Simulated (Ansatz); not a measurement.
Ansatz (a first-principles code) run on SbPb (Fm-3m, 2 atoms in the cell): self-consistent single point.

Method of the run: LDA (PW92), default PAW files made with PBE (plane waves; Ansatz).

```
CELL_PARAMETERS angstrom
      0.00000     3.15176     3.15176
      3.15176     0.00000     3.15176
      3.15176     3.15176     0.00000
ATOMIC_POSITIONS crystal
  Sb 0.50000 0.50000 0.50000
  Pb 0.00000 0.00000 0.00000
```

Reference input (self-consistent single point, DFT, LDA (PW92), plane waves, default PAW files made with PBE): basis.ecutwfc = 420 eV; kpoints.mp_grid.grid = 9 9 9; hamiltonian.xc = lda; hamiltonian.pseudopotentials = {kind: paw} (the program's default PAW files); scf.occupations.method = gaussian; scf.occupations.width = 0.1 eV. This run's input differs from it in these lines:

Ansatz 0.2 input:
```diff
@@ -11,3 +11,3 @@
 kpoints:
-  mp_grid: { grid: [9, 9, 9] }
+  mp_grid: { grid: [15, 15, 15] }
 hamiltonian:
@@ -16,3 +16,3 @@
 scf:
-  occupations: { method: gaussian, width: 0.1 }
+  occupations: { method: methfessel_paxton, width: 0.02 }
 output:
```

The program printed (abridged):

```
SCF iter   1: F=—  HF=-17938.018390 eV  |F-HF|=—  |Δ(HF+E_count)|=         —  Δρ=5.56e-3  dr2=8.57e-3  ethr=1.77e-3  ⟨swp⟩=7.0  Hψ=12346  notcnv=0
all-band conjugate gradients solve this SCF's bands
preconditioner: auto → none
SCF iter   2: F=—  HF=-17938.013127 eV  |F-HF|=—  |Δ(HF+E_count)|=   5.26e-3  S|Δr|=    0.00e0  Δρ=2.09e-3  dr2=1.06e-3  ethr=2.96e-5  ⟨swp⟩=2.1  Hψ=4861  notcnv=0  defer=50
SCF iter   3: F=—  HF=-17938.012960 eV  |F-HF|=—  |Δ(HF+E_count)|=   1.66e-4  S|Δr|=    0.00e0  Δρ=2.93e-4  dr2=3.98e-5  ethr=3.66e-6  ⟨swp⟩=2.0  Hψ=2853  notcnv=0  defer=50
SCF iter   4: F=—  HF=-17938.012959 eV  |F-HF|=—  |Δ(HF+E_count)|=   6.79e-7  S|Δr|=    0.00e0  Δρ=1.36e-4  dr2=1.89e-5  ethr=1.37e-7  ⟨swp⟩=2.0  Hψ=3971  notcnv=0  defer=50
SCF iter   5: F=—  HF=-17938.012953 eV  |F-HF|=—  |Δ(HF+E_count)|=   6.41e-6  S|Δr|=    0.00e0  Δρ=1.89e-5  dr2=1.95e-7  ethr=6.50e-8  ⟨swp⟩=3.0  Hψ=3999  notcnv=0  defer=50
SCF iter   6: F=-17938.012953 eV  HF=-17938.012953 eV  |F-HF|=1.36e-8  |Δ(HF+E_count)|=   5.10e-8  S|Δr|=    0.00e0  Δρ=6.31e-6  dr2=1.79e-8  ethr=3.45e-10  ⟨swp⟩=7.1  Hψ=11766  notcnv=0
SCF 1 converged in 6 iterations: F = -17938.012953 eV  dr2 = 1.79e-8
Stability not checked (fill_not_monotonic)
Free energy (F): -17938.012953 eV
Internal energy: -17938.012959 eV  (E = F + TS)
E sigma→0 (E₀):  -17938.012955 eV
Entropy (-TS):   0.000006 eV (0.003 meV/atom)
Fermi energy:    9.250976 eV
--- Forces (eV/Å), atoms counted from 1 ---
  atom   1  Sb     0.00000000    -0.00000000    -0.00000000
  atom   2  Pb    -0.00000000    -0.00000000    -0.00000000
--- Stress (GPa, compression-positive) ---
       -2.429602       0.000000      -0.000000
        0.000000      -2.429602       0.000000
        0.000000       0.000000      -2.429602
  P = ⅓ Tr σ = -2.4296 GPa (-24.296 kbar)
  The stress holds the Pulay correction. Without it, at fixed plane waves, as pw.x and ABINIT print it: P = -2.4551 GPa
```

The run converged in 6 iterations. Against the reference run the free energy drops by 4.5 meV/atom and the pressure goes from -2.29 to -2.43 GPa.

The starting cell comes from a database of computed structures (which also holds hypothetical and non-ambient phases and stackings), without a prior relaxation at this level. Its lattice was rescaled by up to half a per cent. Ansatz's pressure includes its estimate of the finite-basis (Pulay) stress.
